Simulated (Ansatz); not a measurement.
An Ansatz (a first-principles code) input for Sn 8H (hchhhhhc) (a stacking that need not occur in nature):

Ansatz 0.2 input:
```yaml
crystal:
  lattice:
    - [4.694661555, -0.000000029, 0.0]
    - [-2.347330753, 4.065696183, 0.0]
    - [-0.000000001, -0.000000001, 30.820533529]
  atoms:
    - { symbol: Sn, position: [0.0, 0.0, -0.000138271] }
    - { symbol: Sn, position: [0.0, 0.0, 0.093888271] }
    - { symbol: Sn, position: [0.666666667, 1.333333333, 0.125129139] }
    - { symbol: Sn, position: [0.666666667, 1.333333333, 0.218331764] }
    - { symbol: Sn, position: [0.333333333, 0.666666667, 0.249623058] }
    - { symbol: Sn, position: [0.333333333, 0.666666667, 0.343535961] }
    - { symbol: Sn, position: [0.666666667, 1.333333333, 0.374835407] }
    - { symbol: Sn, position: [0.666666667, 1.333333333, 0.468626774] }
    - { symbol: Sn, position: [0.333333333, 0.666666667, 0.499970963] }
    - { symbol: Sn, position: [0.333333333, 0.666666667, 0.593779037] }
    - { symbol: Sn, position: [0.666666667, 1.333333333, 0.625123226] }
    - { symbol: Sn, position: [0.666666667, 1.333333333, 0.718914593] }
    - { symbol: Sn, position: [0.333333333, 0.666666667, 0.750214039] }
    - { symbol: Sn, position: [0.333333333, 0.666666667, 0.844126942] }
    - { symbol: Sn, position: [0.666666667, 1.333333333, 0.875418236] }
    - { symbol: Sn, position: [0.666666667, 1.333333333, 0.968620861] }
basis:
  ecutwfc: 500
  ecutrho_ratio: 4
  xc_grid: 4
kpoints:
  mp_grid: { grid: [12, 12, 2] }
hamiltonian:
  xc: r2scan
  dispersion: none
  pseudopotentials: { kind: paw }
scf:
  n_extra_bands: 18
  occupations: { method: fermi_dirac, width: 0.01 }
  convergence: { dr2_threshold: 0.000000001 }
output:
  eigenstates:
    kpoints:
      - [0, 0, 0]
      - [0.5, 0, 0]
      - [0.5, 0, 0.5]
    e_range: [-5, 8]
    localisation: true
  eigenvalues: true
```

All values below come from r2SCAN (plane waves to 500 eV, PAW; Ansatz). No spin–orbit coupling. Its k-point mesh 12×12×2, Fermi–Dirac width 0.01 eV.

Task: What does the end of the output print (band table and long remarks left out, numbers rounded to eight decimals)?

Result: 
```
SCF converged after 11 iterations
Free energy (F): -96617.951979 eV
Harris-Foulkes:  -96617.951979 eV  (|F-HF|=1.16e-10)
Internal energy: -96617.951749 eV  (E = F + TS)
E sigma→0 (E₀):  -96617.951864 eV
Entropy (-TS):   -0.000230 eV (-0.014 meV/atom)
Fermi energy:    6.853132 eV
--- Per-component energies (eV) ---
  E_band       = -2310.854094
  E_kinetic    = 2977.944648
  E_local      = -19173.445191  (includes V_loc(G=0)·N_el)
  E_nonlocal   = -520.119454
  E_hartree    = 10908.650984
  E_xc         = -5978.509576
  E_vxc        = -1652.554186  (∫ρ·V_xc dr)
  E_paw        = -66575.405526  (= ΣΔE_a)
  E_vpaw       = -5866.199347  (= ΣTr[D̂ρ^β])
  E_aug_tail   = -0.000005  (compensation charges beyond the density's cutoff)
  E_vtau       = 106.217248  (kinetic-family band-sum trace: ∫τ·v_τ [+ j·A + Jᵃ·Aᵃ] dr)
  E_ewald      = -18268.832746
  E_core_change = 11.765118  (= ΣΔE_core)
  E_smearing   = -0.000230  (= −TS)
  E_closure    = 0.000000  (closes the sum)
  Σ components = -96617.951979   (vs F -96617.951979, Δ=0.00e0)
```

Cost: roughly 10 core-minutes.
